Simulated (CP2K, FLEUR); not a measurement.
A CP2K input for a self-consistent single point of Te (P3_121, 3 atoms in the cell) (DFT PBE, GPW, DZVP-MOLOPT-SR-GTH basis, GTH-PBE potentials (GTH_POTENTIALS)):

```
&GLOBAL
  PROJECT calc
  RUN_TYPE ENERGY_FORCE
  PRINT_LEVEL MEDIUM
&END GLOBAL
&FORCE_EVAL
  METHOD Quickstep
  STRESS_TENSOR ANALYTICAL
  &DFT
    BASIS_SET_FILE_NAME BASIS_MOLOPT
    POTENTIAL_FILE_NAME GTH_POTENTIALS
    &QS
      METHOD GPW
      EPS_DEFAULT 1E-10
    &END QS
    &MGRID
      CUTOFF 400
      REL_CUTOFF 50
      NGRIDS 5
    &END MGRID
    &SCF
      SCF_GUESS ATOMIC
      EPS_SCF 1E-6
      MAX_SCF 100
      ADDED_MOS 4
      &DIAGONALIZATION
        ALGORITHM STANDARD
      &END DIAGONALIZATION
      &MIXING
        METHOD BROYDEN_MIXING
        ALPHA 0.3
        NBUFFER 10
        BETA 1.5
      &END MIXING
      &SMEAR ON
        METHOD GAUSSIAN
        SIGMA [eV] 0.2
      &END SMEAR
    &END SCF
    &KPOINTS
      SCHEME MONKHORST-PACK 7 7 5
    &END KPOINTS
    &XC
      &XC_FUNCTIONAL PBE
      &END XC_FUNCTIONAL
    &END XC
    &PRINT
      &MO
        EIGENVALUES T
        OCCUPATION_NUMBERS T
        NDIGITS 8
        FILENAME mo
        &EACH
          QS_SCF 0
        &END EACH
        ADD_LAST NUMERIC
      &END MO
      &MULLIKEN ON
      &END MULLIKEN
    &END PRINT
  &END DFT
  &SUBSYS
    &CELL
      A 4.57742300 0.00000000 0.00000000
      B -2.28871100 3.96416500 0.00000000
      C 0.00000000 0.00000000 5.86938000
      PERIODIC XYZ
    &END CELL
    &COORD
      SCALED
      Te       0.25670000     0.00000000     0.33333300
      Te       0.00000000     0.25670000     0.66666700
      Te       0.74330000     0.74330000     0.00000000
    &END COORD
    &KIND Te
      BASIS_SET DZVP-MOLOPT-SR-GTH-q6
      POTENTIAL GTH-PBE-q6
    &END KIND
  &END SUBSYS
  &PRINT
    &FORCES ON
    &END FORCES
    &STRESS_TENSOR ON
    &END STRESS_TENSOR
  &END PRINT
&END FORCE_EVAL
```

Task: Translate this input to FLEUR.

Result: One input that does it (others would too):

Input of the input generator:

```
Te FLAPW
&input film=f /
4.5774232299 -0.0000003033 0.0000000000
-2.2887113522 3.9641649526 0.0000000000
0.0000000000 0.0000000000 5.8693800000
1.8897261246
1.0 1.0 1.0

3
52 0.2567000000 0.0000000000 0.3333333333
52 -0.0000000000 0.2567000000 0.6666666667
52 0.7433000000 0.7433000000 0.0000000000

&comp jspins=1 /
&kpt div1=7 div2=7 div3=5 /
&end /
```

```xml
<?xml version="1.0" encoding="UTF-8" standalone="no"?>
<fleurInput fleurInputVersion="0.39">
   <comment>
      Te FLAPW                                                                                            
   </comment>
   <calculationSetup>
      <cutoffs Kmax="4.0" Gmax="16.0" GmaxXC="16.0" numbands="0"/>
      <scfLoop itmax="60" minDistance="0.00001" maxIterBroyd="40" imix="Anderson" alpha="0.05" precondParam="0.0" spinf="2.0"/>
      <coreElectrons ctail="T" frcor="F" kcrel="0" coretail_lmax="0"/>
      <xcFunctional name="pbe" relativisticCorrections="F"/>
      <magnetism jspins="1"/>
      <soc l_soc="F" theta="0.0" phi="0.0" spav="F"/>
      <expertModes spex="0" secvar="F"/>
      <geometryOptimization l_f="T" forcealpha="1.0" forcemix="BFGS" epsdisp="0.00001" epsforce="0.00001"/>
      <ldaU l_linMix="F" mixParam="0.05" spinf="1.0"/>
   </calculationSetup>
   <cell>
      <bzIntegration valenceElectrons="48.0" mode="gauss" fermiSmearingEnergy="0.00734986">
         <kPointListSelection listName="default-1"/>
         <!-- k-points included here -->
         <xi:include xmlns:xi="http://www.w3.org/2001/XInclude" href="kpts.xml"> </xi:include>
      </bzIntegration>
      <!-- symmetry operations included here -->
      <xi:include xmlns:xi="http://www.w3.org/2001/XInclude" href="sym.xml"> </xi:include>
      <bulkLattice scale="1.0">
         <bravaisMatrix>
            <row-1>    8.6500762608929413    -0.0000005731539336     0.0000000000000000</row-1>
            <row-2>   -4.3250376339209318     7.4911860731519404     0.0000000000000000</row-2>
            <row-3>    0.0000000000000000     0.0000000000000000    11.0915207212047466</row-3>
         </bravaisMatrix>
      </bulkLattice>
   </cell>
   <atomSpecies>
      <species name="Tellurium (Te)" element="Te" atomicNumber="52">
         <mtSphere radius="2.49" gridPoints="859" logIncrement="0.015"/>
         <atomicCutoffs lmax="10" lnonsphr="8"/>
         <electronConfig flipSpins="F">
            <coreConfig>(1s1/2) (2s1/2) (2p1/2) (2p3/2) (3s1/2) (3p1/2) (3p3/2) (4s1/2) (3d3/2) (3d5/2) (4p1/2) (4p3/2)</coreConfig>
            <valenceConfig>(5s1/2) (4d3/2) (4d5/2) (5p1/2) (5p3/2)</valenceConfig>
            <stateOccupation state="(5p1/2)" spinUp="0.6666666666667" spinDown="0.6666666666667"/>
            <stateOccupation state="(5p3/2)" spinUp="1.3333333333333" spinDown="1.3333333333333"/>
         </electronConfig>
         <energyParameters s="5" p="5" d="5" f="4"/>
         <lo type="SCLO" l="2" n="4" eDeriv="0"/>
      </species>
   </atomSpecies>
   <atomGroups>
      <atomGroup species="Tellurium (Te)">
         <relPos label="                   1">.2567000000 .0000000000 1.000/3.000</relPos>
         <relPos label="                   2">.0000000000 .2567000000 -1.000/3.000</relPos>
         <relPos label="                   3">-.2567000000 -.2567000000 .0000000000</relPos>
         <force calculate="T" relaxXYZ="TTT"/>
      </atomGroup>
   </atomGroups>
   <output dos="F" band="F" slice="F">
      <checks vchk="F" cdinf="F"/>
      <bandDOS minEnergy="-.5*Htr" maxEnergy="0.5*Htr" sigma="0.015" storeEVData="T"/>
      <vacuumDOS vacdos="F" integ="F" star="F" nstars="0" locx1="0.0" locy1="0.0" locx2="0.0" locy2="0.0" nstm="0" tworkf="0.0"/>
      <unfoldingBand unfoldBand="F" supercellX="1" supercellY="1" supercellZ="1"/>
      <plotting iplot="0" polar="F">
         <plot TwoD="T" vec1="  1.0  0.0  0.0" vec2="  0.0  1.0  0.0" vec3="  0.0  0.0  1.0" zero="  0.0  0.0  0.0" file="plot"/>
      </plotting>
      <chargeDensitySlicing numkpt="0" minEigenval="0.0" maxEigenval="0.0" nnne="0" pallst="F"/>
      <specialOutput eonly="F"/>
      <magneticCircularDichroism mcd="F" energyLo="-10.0" energyUp="0.0"/>
   </output>
  <!-- We include the file relax.xml here to enable relaxations (see documentation) -->
  <xi:include xmlns:xi="http://www.w3.org/2001/XInclude" href="relax.xml"> <xi:fallback/> </xi:include>
</fleurInput>
```

Basis settings and potentials, where a program has them, do not carry over. This input uses DFT, PBE, all-electron FLAPW (FLEUR), scalar-relativistic valence.

The starting cell comes from a database of computed structures (which also holds hypothetical and non-ambient phases and stackings), without a prior relaxation at this level. Its lattice was rescaled by a random factor within 2.5 % of one.
